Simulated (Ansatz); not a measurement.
AlSiCN (model structure, R3m, No. 160, 4 atoms in the cell) was calculated with HSE06 (Ansatz, a program for electronic structure, plane waves, PAW).

Settings: plane-wave cutoff 460 eV, 10×10×10 k mesh, Fermi–Dirac smearing 0.05 eV, scalar-relativistic PAW data made under PBE.

Cell (relaxed with PBEsol):

```xyz
4
Lattice="1.5572 0.8991 5.0746 -1.5572 0.8991 5.0746 0.0000 -1.7981 5.0746" Properties=species:S:1:pos:R:3 pbc="T T T"
Al     0.0000     0.0000     0.0746
N      0.0000     0.0000    13.2874
Si     0.0000     0.0000     7.5106
C      0.0000     0.0000     5.7685
```

Q: Predict the band gap and smallest direct gap on the k points sampled.

A: 
* **band gap**: 0.86 eV (on the SCF k mesh) (indirect)
* **smallest direct gap on the k points sampled**: 1.45 eV

Note: PBE has no gap here, and a hybrid on a coarse mesh can open a false one; the relaxation could raise the start's symmetry but not lower it, so the cell can be a saddle point; cell and atoms aren't relaxed at this level (pressure -1.9 GPa).

Cost on a shared machine: around 8 core-minutes (rough).

A model structure was made by putting elements into a prototype or built by hand; it is no filed structure, need not be a known phase, and can be a saddle point held by its symmetry.
